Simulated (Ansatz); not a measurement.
# Several settings converged on BaSn₃Au (I4mm, 5 atoms in the cell)

```
CELL_PARAMETERS angstrom
     -2.52253     2.52253     5.57728
      2.52253    -2.52253     5.57728
      2.52253     2.52253    -5.57728
ATOMIC_POSITIONS crystal
  Ba 0.00476 0.00476 0.00000
  Sn 0.60129 0.60129 0.00000
  Sn 0.74955 0.24955 0.50000
  Sn 0.24955 0.74955 0.50000
  Au 0.35723 0.35723 0.00000
```

Base method: LDA (PW92), default PAW files made with PBE (plane waves; Ansatz, an electronic-structure program).

Base settings: basis.ecutwfc = 30.9 Ry; kpoints.mp_grid.grid = 7 7 7; hamiltonian.xc = lda; hamiltonian.pseudopotentials = {kind: paw} (the program's default PAW files); scf.occupations.method = fermi_dirac; scf.occupations.width = 0.0073 Ry.

The count of work is k-points × plane waves × bands × iterations; it is no time. Core times come from one kind of shared machine, to one figure; runs under 30 s give none.

**The k-point mesh**

The second cell is the first with its lattice scaled by 0.98.

Only quantities that move along the ladder and can be compared are tabulated.

```tsv
kpoints.mp_grid.grid	free energy less the last step's (meV/atom)	energy of the compressed cell less the first (meV/atom)	pressure (GPa)	largest difference of a force vector from the last step's (eV/Å)	count of work / last	core time / last (rough)
2 2 2	111.95	-18.24	-3.14	1.104	0.020	–
4 4 4	21.12	-10.40	-2.61	0.111	0.066	–
6 6 6	5.95	-12.67	-2.83	0.036	0.15	–
7 7 7	0.10	-13.28	-2.89	0.033	0.20	–
9 9 9	-0.34	-13.60	-2.91	0.017	0.38	0.6
11 11 11	0.47	-13.36	-2.90	0.015	0.64	1
13 13 13	0.00	-13.39	-2.90	0.000	1.0	1
```

Coarsest kpoints.mp_grid.grid that holds the energy of the compressed cell less the first within 0.5 meV/atom of the last step, with all finer ones: 7 7 7, at 0.20 of the last step's count of work; the step before is off by 0.72 meV/atom.

Coarsest kpoints.mp_grid.grid that holds the pressure within 0.05 GPa of the last step, with all finer ones: 7 7 7, at 0.20 of the last step's count of work; the step before is off by 0.08 GPa.

Coarsest kpoints.mp_grid.grid that holds the free energy within 2 meV/atom of the last step, with all finer ones: 7 7 7, at 0.20 of the last step's count of work; the step before is off by 6.0 meV/atom.

The energy difference between the two cells stays within 1 meV/atom of the last step's from 6 6 6 on, the total only from 7 7 7 on: much of the error is common to both cells and cancels.

**The k-point mesh at a smearing width of 0.05 eV**

In this ladder: scf.occupations.width = 0.0037 Ry.

The second cell is the first with its lattice scaled by 0.98.

Only quantities that move along the ladder and can be compared are tabulated.

| kpoints.mp_grid.grid | free energy less the last step's (meV/atom) | energy of the compressed cell less the first (meV/atom) | pressure (GPa) | largest difference of a force vector from the last step's (eV/Å) | count of work / last | core time / last (rough) |
|---|---|---|---|---|---|---|
| 3 3 3 | 4.55 | -18.48 | -3.32 | 0.147 | 0.013 | – |
| 5 5 5 | 14.98 | -12.48 | -2.81 | 0.124 | 0.037 | – |
| 7 7 7 | 0.36 | -13.76 | -2.95 | 0.067 | 0.083 | – |
| 10 10 10 | 0.24 | -13.81 | -2.94 | 0.007 | 0.21 | 0.2 |
| 12 12 12 | 0.65 | -13.71 | -2.93 | 0.008 | 0.34 | 0.2 |
| 18 18 18 | 0.00 | -13.86 | -2.95 | 0.000 | 1.0 | 1 |

Coarsest kpoints.mp_grid.grid that holds the energy of the compressed cell less the first within 1 meV/atom of the last step, with all finer ones: 7 7 7, at 0.083 of the last step's count of work; the step before is off by 1.4 meV/atom.

Coarsest kpoints.mp_grid.grid that holds the free energy within 5 meV/atom of the last step, with all finer ones: 7 7 7, at 0.083 of the last step's count of work; the step before is off by 15 meV/atom.

Coarsest kpoints.mp_grid.grid that holds the pressure within 0.05 GPa of the last step, with all finer ones: 7 7 7, at 0.083 of the last step's count of work; the step before is off by 0.14 GPa.

**The width of Gaussian smearing**

In this ladder: kpoints.mp_grid.grid = 12 12 12; scf.occupations.method = gaussian.

Narrow widths need finer meshes than wide ones, so the last steps can hold mesh noise.

Only quantities that move along the ladder and can be compared are tabulated; pressure and forces are left out, as mesh noise rules them at narrow widths.

```csv
scf.occupations.width,free energy less the last step's (meV/atom),energy extrapolated to zero width less the last step's (meV/atom),core time / last (rough)
0.0735 Ry,-88.94,11.26,1
0.0367 Ry,-19.04,0.26,1
0.022 Ry,-6.52,-0.66,1.0
0.0073 Ry,0.00,0.00,1
```

Widest scf.occupations.width that holds the free energy within 5 meV/atom: not settled: the last two steps still differ by 6.5 meV/atom, over half the tolerance, so the ladder does not show it.

Widest scf.occupations.width that holds the energy extrapolated to zero width within 2 meV/atom of the last step, with all finer ones: 0.0367 Ry; the step before is off by 11 meV/atom.

The extrapolation to zero width removes most of the smearing's effect on the energy.

On the base run: the starting cell comes from a database of computed structures (which also holds hypothetical and non-ambient phases and stackings), without a prior relaxation at this level. Its lattice was rescaled by up to half a per cent. One atom was moved a little off its site on purpose. Ansatz's pressure includes its estimate of the finite-basis (Pulay) stress.

Left out of this page: 2 runs of the series outside the window shown, repeating another row's setting, or not comparable.

Keys are those of Ansatz 0.2.
